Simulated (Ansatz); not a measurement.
The reference is CoSn (space group P6/mmm, No. 191; a = 5.2416 Å, c = 4.1879 Å; non-magnetic).

Calculations: r2SCAN/PAW in Ansatz (a quantum-chemistry and plane-wave program), without spin-orbit coupling.

Base values:

- Pressure = 0.0 GPa

Modification: the cell is scaled by 1.0254 in all directions, atoms relaxed at fixed cell.

**Question.** What does the calculation give for the energy relative to the base after the change?

**Answer.** The energy increases by 39 meV/atom.

**Question.** What happens to the pressure?

**Answer.** The pressure (mean of the normal stresses, compression positive) goes from zero to -9.0 GPa.

The cells carry an imposed strain or load. Whether these cells are dynamically stable was not tested. Seeded moments were not kept for the base. The final runs are not spin-polarised.
